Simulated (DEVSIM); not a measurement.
**Si p+/n-/n+ power diode**

System: Si p+/n-/n+ power diode, at 300 K.

```tsv
layer (left to right)	material	thickness (μm)	Nd (cm⁻³)	Na (cm⁻³)	τn (s)	τp (s)
1	Si	3.10	-	1.3e18	8.8e-7	8.8e-7
2	Si	17.0	2.6e14	-	8.8e-7	8.8e-7
3	Si	2.30	1.9e18	-	8.8e-7	8.8e-7
```

Left contact: ohmic. Right contact: ohmic. Voltage is applied to the left contact. Recombination: SRH at mid-gap. Gap narrowing is on: ΔEg = 6.92 meV × (l + √(l² + 0.5)), l = ln(N/1.3e17 cm⁻³), shared equally by both band edges. Mobility is constant in doping.

Constants are typed, rounded textbook-type inputs, not results; the design itself was drawn at random and stands for no fabricated device. Values at 300 K.

```tsv
parameter	Si
gap (eV)	1.124
affinity (eV)	4.05
permittivity	11.7
Nc (cm⁻³)	2.86e19
Nv (cm⁻³)	3.1e19
μn (cm²/Vs)	1417
μp (cm²/Vs)	470
```

Model (solved in DEVSIM): 1D drift-diffusion, Boltzmann statistics, complete ionisation; no tunnelling, impact ionisation, image-force lowering or self-heating.

The potential step across the device at zero bias is 0.937 V and the dark forward voltage at 1 A/cm² is 0.647 V. The dark forward voltage at 100 A/cm² comes out as 0.793 V.

Dark forward current:

(V (V), J (A/cm²)): (0.05, 3.7e-8); (0.10, 1.4e-7); (0.15, 4.5e-7); (0.20, 1.5e-6); (0.25, 5.6e-6); (0.30, 2.5e-5); (0.35, 0.00013); (0.40, 0.00076); (0.45, 0.0045); (0.50, 0.022); (0.55, 0.077); (0.60, 0.27); (0.65, 1.1); (0.70, 5.2); (0.75, 27); (0.80, 120); (0.85, 450); (0.90, 1300); (0.95, 2900)

Small-signal capacitance in reverse bias (quasi-static):

```json
[
 {"V (V)": "-2", "C (nF/cm²)": "2.88"},
 {"V (V)": "-5", "C (nF/cm²)": "1.96"},
 {"V (V)": "-10", "C (nF/cm²)": "1.42"},
 {"V (V)": "-15", "C (nF/cm²)": "1.17"},
 {"V (V)": "-20", "C (nF/cm²)": "1.02"},
 {"V (V)": "-30", "C (nF/cm²)": "0.839"},
 {"V (V)": "-40", "C (nF/cm²)": "0.728"},
 {"V (V)": "-50", "C (nF/cm²)": "0.653"},
 {"V (V)": "-65", "C (nF/cm²)": "0.613"},
 {"V (V)": "-80", "C (nF/cm²)": "0.610"},
 {"V (V)": "-100", "C (nF/cm²)": "0.610"}
]
```
